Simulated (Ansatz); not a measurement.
# HgS, pressure series

Base system: HgS (space group P3_221, No. 154; a = 4.465 Å, c = 9.758 Å; made of chains).

Cell and atoms are relaxed at each pressure.

Levels (all Ansatz, a quantum-chemistry and plane-wave program, PAW): PBE (420 eV, no spin-orbit coupling); PBEsol (420 eV, no SOC).

The base cell above is that of PBE; each level relaxes its own structures.

```tsv
case	shortest interatomic distance, PBE	shortest interatomic distance, PBEsol
pressure 0.3 GPa	2.377 Å	2.390 Å
pressure 0.7 GPa	2.382 Å	2.394 Å
pressure 1.5 GPa	2.392 Å	2.400 Å
pressure 3 GPa	2.404 Å	2.406 Å
pressure 5 GPa	2.415 Å	2.410 Å
```

The two levels differ by at most about 0.012 Å. They put the cases in the same order.

Load acts through the strain it causes; cell and atoms are relaxed under it. Stability against distortions was not tested. No other phases were tried under pressure. No dispersion term is included, though the crystal is made of layers, chains or molecules, so its spacings can come out too wide.
